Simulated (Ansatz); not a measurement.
Base system: CdI₂ in the CdI2 type structure (space group P-3m1, No. 164; layered, stacked along the Cartesian z axis).

```xyz
3
Lattice="4.1527 0.0000 0.0000 -2.0764 3.5963 0.0000 0.0000 0.0000 6.5508" Properties=species:S:1:pos:R:3 pbc="T T T"
Cd     0.0000     0.0000     0.0000
I      2.0764     1.1988     1.7110
I      0.0000     2.3976     4.8398
```

Cartesian axes are those of the cell as printed.

Computed with PBEsol-D3(BJ) in Ansatz (plane waves to 420 eV, PAW, without spin-orbit coupling).

Strains are applied to the cell and any free atomic positions relax; under biaxial strain the out-of-plane vector relaxes too.

One change was made to it. Results:

```csv
quantity,base,after
band gap,2.17 eV,2.16 eV
smallest direct gap,2.56 eV,2.41 eV
volume per atom,32.61 Å³,32.98 Å³
width of the top valence band,1.54 eV,1.55 eV
"pressure (mean of the normal stresses, compression positive)",0.00 GPa,-0.36 GPa
```

Question: Name the change that was made.
A) biaxial strain −0.50 %, plane normal [001], relaxed out of plane
B) biaxial strain +2.50 %, plane normal [001], relaxed out of plane
C) biaxial strain +1.00 %, plane normal [001], relaxed out of plane

Answer: C, biaxial strain +1.00 %, plane normal [001], relaxed out of plane. For comparison, the smallest direct gap in the other runs: biaxial strain −0.50 %, plane normal [001], relaxed out of plane gives 2.63 eV; biaxial strain +2.50 %, plane normal [001], relaxed out of plane gives 2.18 eV.

Spin-orbit coupling, missing from the scalar runs, can matter with I. Whether these cells are dynamically stable was not tested.

Ansatz is a program for electronic structure.
